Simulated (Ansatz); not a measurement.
Ansatz (a program for electronic structure) run on AlTc2 (I4mm, 3 atoms in the cell): self-consistent single point.

Method of the run: PBEsol, default PAW files made with PBE (plane waves; Ansatz).

```xyz
3
Lattice="-1.4831 1.4831 4.7068 1.4831 -1.4831 4.7068 1.4831 1.4831 -4.7068" Properties=species:S:1:pos:R:3 pbc="T T T"
Al     0.0000     0.0000     0.0500
Tc     0.0000     0.0000     6.3062
Tc     0.0000     0.0000     3.1073
```

Reference input (self-consistent single point, DFT, PBEsol, plane waves, default PAW files made with PBE): basis.ecutwfc = 500 eV; kpoints.mp_grid.grid = 13 13 13; hamiltonian.xc = pbesol; hamiltonian.pseudopotentials = {kind: paw} (the program's default PAW files); scf.occupations.method = fermi_dirac; scf.occupations.width = 0.1 eV. This run's input differs from it in these lines:

Ansatz 0.2 input:
```diff
@@ -12,3 +12,3 @@
 kpoints:
-  mp_grid: { grid: [13, 13, 13] }
+  mp_grid: { grid: [21, 21, 21] }
 hamiltonian:
@@ -17,3 +17,3 @@
 scf:
-  occupations: { method: fermi_dirac, width: 0.1 }
+  occupations: { method: gaussian, width: 1.0 }
 output:
```

Output, abridged:

```
SCF iter   1: F=—  HF=-11201.937490 eV  |F-HF|=—  |Δ(HF+E_count)|=         —  Δρ=5.05e-2  dr2=1.14e0  ethr=3.10e-3  ⟨swp⟩=5.0  Hψ=71659  notcnv=0
all-band conjugate gradients solve this SCF's bands
preconditioner: auto → Kerker (q_TF=auto, 2.627 Å⁻¹)
SCF iter   2: F=—  HF=-11201.661831 eV  |F-HF|=—  |Δ(HF+E_count)|=   2.76e-1  Δρ=2.81e-2  dr2=4.26e-1  ethr=3.10e-3  ⟨swp⟩=1.0  Hψ=22506  notcnv=0
SCF iter   3: F=—  HF=-11201.502460 eV  |F-HF|=—  |Δ(HF+E_count)|=   1.59e-1  Δρ=5.59e-3  dr2=2.82e-2  ethr=1.29e-3  ⟨swp⟩=2.1  Hψ=22921  notcnv=0
SCF iter   4: F=—  HF=-11201.491871 eV  |F-HF|=—  |Δ(HF+E_count)|=   1.06e-2  Δρ=9.96e-4  dr2=4.77e-4  ethr=8.53e-5  ⟨swp⟩=2.1  Hψ=22142  notcnv=0
SCF iter   5: F=—  HF=-11201.491655 eV  |F-HF|=—  |Δ(HF+E_count)|=   2.16e-4  Δρ=1.60e-4  dr2=1.26e-5  ethr=1.45e-6  ⟨swp⟩=2.0  Hψ=24312  notcnv=0
SCF iter   6: F=—  HF=-11201.491654 eV  |F-HF|=—  |Δ(HF+E_count)|=   1.80e-6  Δρ=2.94e-5  dr2=3.01e-7  ethr=3.83e-8  ⟨swp⟩=2.0  Hψ=22415  notcnv=0
SCF iter   7: F=-11201.491653 eV  HF=-11201.491653 eV  |F-HF|=9.57e-9  |Δ(HF+E_count)|=   1.27e-7  Δρ=6.07e-6  dr2=1.55e-8  ethr=3.03e-10  ⟨swp⟩=5.1  Hψ=65820  notcnv=0
SCF 1 converged in 7 iterations: F = -11201.491653 eV  dr2 = 1.55e-8
Free energy (F): -11201.491653 eV
Internal energy: -11200.645275 eV  (E = F + TS)
E sigma→0 (E₀):  -11201.068464 eV
Entropy (-TS):   -0.846379 eV (-282.126 meV/atom)
Fermi energy:    18.673726 eV
--- Forces (eV/Å), atoms counted from 1 ---
  atom   1  Al     0.00000000     0.00000000    -0.50696300
  atom   2  Tc     0.00000000     0.00000000     0.15009312
  atom   3  Tc    -0.00000000    -0.00000000     0.35688143
--- Stress (GPa, compression-positive) ---
        2.092341      -0.000000       0.000000
       -0.000000       2.092341       0.000000
        0.000000       0.000000       1.743572
  P = ⅓ Tr σ = 1.9761 GPa (19.761 kbar)
  The stress holds the Pulay correction. Without it, at fixed plane waves, as pw.x and ABINIT print it: P = 1.9607 GPa
```

The run converged in 7 iterations. Against the reference run the free energy goes down by 120 meV/atom, the pressure goes from -0.29 to 1.98 GPa and the largest force goes from 0.519 to 0.507 eV/Å.

The starting cell comes from a database of computed structures (which also holds hypothetical and non-ambient phases and stackings), without a prior relaxation at this level. Its lattice was rescaled by up to half a per cent. One atom was moved a little off its site on purpose. Spin polarisation is off. Ansatz's pressure includes its estimate of the finite-basis (Pulay) stress.

Cost on one core of a shared machine: roughly 90 s.
